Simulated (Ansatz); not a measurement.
Ansatz (a program for electronic structure) run on Li3In (P1, 4 atoms in the cell): self-consistent single point.

Method of the run: LDA (PW92), PAW files made with PBE (plane waves; Ansatz).

```yaml
crystal:
  lattice:
    - [0.00000, 3.29347, 3.29347]
    - [3.29347, 0.00000, 3.29347]
    - [3.29347, 3.29347, 0.00000]
  atoms:
    - { symbol: Li, position: [0.24302, 0.25498, 0.25146] }
    - { symbol: Li, position: [0.75561, 0.74692, 0.74587] }
    - { symbol: Li, position: [0.50309, 0.49569, 0.50352] }
    - { symbol: In, position: [0.99827, 0.00241, 0.99915] }
```

Reference input (self-consistent single point, DFT, PBEsol, plane waves, PAW files made with PBE): basis.ecutwfc = 420 eV; kpoints.mp_grid.grid = 6 6 6; hamiltonian.xc = pbesol; hamiltonian.pseudopotentials = {kind: paw} (an earlier, softer set of the program's PAW files); scf.occupations.method = gaussian; scf.occupations.width = 0.136 eV. This run's input differs from it in these lines:

Ansatz 0.2 input:
```diff
@@ -17,3 +17,3 @@
 hamiltonian:
-  xc: pbesol
+  xc: lda
   pseudopotentials:
```

Output (repeated stretches shortened):

```
SCF iter   1: F=—  HF=-6063.823279 eV  |F-HF|=—  |Δ(HF+E_count)|=         —  Δρ=3.06e-2  dr2=1.25e0  ethr=3.10e-3  ⟨swp⟩=4.6  Hψ=7914  notcnv=0
all-band conjugate gradients solve this SCF's bands
preconditioner: auto → Kerker (q_TF=auto, 2.242 Å⁻¹)
SCF iter   2: F=—  HF=-6063.403501 eV  |F-HF|=—  |Δ(HF+E_count)|=   4.20e-1  Δρ=1.45e-2  dr2=2.91e-1  ethr=3.10e-3  ⟨swp⟩=2.0  Hψ=3906  notcnv=0  defer=17
   [... lines left out ...]
SCF iter   5: F=—  HF=-6063.291410 eV  |F-HF|=—  |Δ(HF+E_count)|=   4.01e-5  Δρ=1.70e-4  dr2=3.52e-5  ethr=1.69e-6  ⟨swp⟩=2.0  Hψ=2075  notcnv=0  defer=17
SCF iter   6: F=—  HF=-6063.291402 eV  |F-HF|=—  |Δ(HF+E_count)|=   8.05e-6  Δρ=3.33e-5  dr2=1.68e-6  ethr=1.60e-7  ⟨swp⟩=2.1  Hψ=2179  notcnv=0  defer=17
SCF iter   7: F=—  HF=-6063.291402 eV  |F-HF|=—  |Δ(HF+E_count)|=   5.73e-7  Δρ=8.47e-6  dr2=1.08e-7  ethr=7.61e-9  ⟨swp⟩=1.9  Hψ=1900  notcnv=0  defer=17
SCF iter   8: F=-6063.291402 eV  HF=-6063.291402 eV  |F-HF|=1.91e-9  |Δ(HF+E_count)|=   3.66e-8  Δρ=2.49e-6  dr2=6.57e-9  ethr=4.55e-10  ⟨swp⟩=5.7  Hψ=7102  notcnv=0
SCF 1 converged in 8 iterations: F = -6063.291402 eV  dr2 = 6.57e-9
Free energy (F): -6063.291402 eV
Internal energy: -6063.267136 eV  (E = F + TS)
E sigma→0 (E₀):  -6063.279269 eV
Entropy (-TS):   -0.024266 eV (-6.067 meV/atom)
Fermi energy:    4.591714 eV
--- Forces (eV/Å), atoms counted from 1 ---
  atom   1  Li    -0.04508960     0.04583316     0.01624907
  atom   2  Li     0.06007973    -0.00753044    -0.01734070
  atom   3  Li     0.00395534    -0.04895102     0.00703947
  atom   4  In    -0.01894786     0.01065216    -0.00594898
--- Stress (GPa, compression-positive) ---
       -1.706650       0.019818       0.036975
        0.019818      -1.704724      -0.078362
        0.036975      -0.078362      -1.705730
  P = ⅓ Tr σ = -1.7057 GPa (-17.057 kbar)
  The stress holds the Pulay correction. Without it, at fixed plane waves, as pw.x and ABINIT print it: P = -1.7147 GPa
```

The run converged in 8 iterations. Against the reference run the pressure goes from -0.08 to -1.71 GPa and the largest force goes from 0.071 to 0.066 eV/Å.

The starting cell comes from a database of computed structures (which also holds hypothetical and non-ambient phases and stackings), without a prior relaxation at this level. Its atoms were displaced at random from the sites of space group no. 225. Ansatz's pressure includes its estimate of the finite-basis (Pulay) stress.
